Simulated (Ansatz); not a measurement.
Abridged Ansatz (a quantum-chemistry and plane-wave program) output:

```
Pseudopotential: C, paw, valence charge 4
Crystal: 4 atoms, lattice volume = 35.408 Å³
Basis set: ecut = 420 eV, 665 PW (Γ), exchange–correlation on 36×36×90 points (8 copies of the dense FFT grid, shifted against one another)
Bands: 12, of which v1, the nominal top of the filled ones, is band 8 counted from 1 (7 counted from 0)
Symmetry: 24 space group operations
k-points: 81 of 1125
Functional: x = pbe(κ = 0.804, μ = 0.2195149727645171), c = pbe(β = 0.06672455060314922)
SCF iter   1: F=—  HF=-1006.481125 eV  |F-HF|=—  |Δ(HF+E_count)|=         —  Δρ=1.28e-1  dr2=5.05e0  ethr=3.10e-3  ⟨swp⟩=5.8  Hψ=5591  notcnv=0
SCF iter   2: F=—  HF=-1005.243248 eV  |F-HF|=—  |Δ(HF+E_count)|=    1.24e0  Δρ=7.56e-2  dr2=2.10e0  ethr=3.10e-3  ⟨swp⟩=2.8  Hψ=2551  notcnv=0
SCF 1 converged in 8 iterations: F = -1004.338791 eV  dr2 = 4.79e-11
SCF converged after 8 iterations
Free energy (F): -1004.338791 eV
Internal energy: -1004.337509 eV  (E = F + TS)
E sigma→0 (E₀):  -1004.338150 eV
Entropy (-TS):   -0.001282 eV (-0.321 meV/atom)
Fermi energy:    6.964559 eV
  E_disp       = -0.623369  (pairwise vdW)
--- Forces (eV/Å), atoms counted from 1 ---
  atom   1  C     -0.00000000     0.00000000     0.00000000
  atom   2  C      0.00000000    -0.00000000     0.00000000
  atom   3  C      0.00000000    -0.00000000     0.00000000
  atom   4  C      0.00000000     0.00000000     0.00000000
--- Stress (GPa, compression-positive) ---
        0.003445      -0.000000       0.000000
       -0.000000       0.003445       0.000000
        0.000000       0.000000       0.008245
  P = ⅓ Tr σ = 0.0050 GPa (0.050 kbar)
```

**Question.** What was computed, and what are the main results?

**Answer.** C, 4 atoms in the cell, with DFT with PBE-D3(BJ), PAW potentials and a 420 eV plane-wave cutoff in Ansatz, no spin-orbit coupling, earlier PAW set. The last SCF converged to F = -1004.338791 eV, or -251.0847 eV per atom, at a pressure of 0.01 GPa. The total energy compares only with runs of the same code, potentials and settings.

Whether these cells are dynamically stable was not tested. The cell is C in the graphite type structure (space group P6_3/mmc, No. 194; layered, stacked along the Cartesian z axis).
